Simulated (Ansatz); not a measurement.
Structures of equal composition on the (111) surface of germanium (Ge plane on top): 2x2 Ge adatom at H3; 2x2 Ge adatom at T1; 2x2 Ge adatom at T4. The slabs share one bottom face, and each structure is named by its start. These are constructed structures in small cells; real faces may alloy, dewet or reconstruct in larger ones, and not all known structures of the face are among them. Slabs of about 13 Å, Fermi-Dirac smearing of 0.025 eV. Bottom of the slabs: H caps. Relaxed from the named starts with such symmetry as they have, on meshes of like density; energies extrapolated to zero smearing; spin only where a row says so; no spin-orbit coupling, no U. Brackets mark spin-polarised runs, whose order is one that fits the cell. Where a second, spin-polarised start was run, the lower counts.

Method: PBE (plane waves to 420 eV, PAW; Ansatz, a first-principles code).

### Question
Order them by energy per 1x1 cell (lowest first) at the level PBE.

### Answer
2x2 Ge adatom at T4 (0.000 eV, no gap on the mesh), 2x2 Ge adatom at H3 (0.061 eV, a narrow gap of 0.14 eV by band count), 2x2 Ge adatom at T1 (0.515 eV [spin start, no net moment], no gap on the mesh)
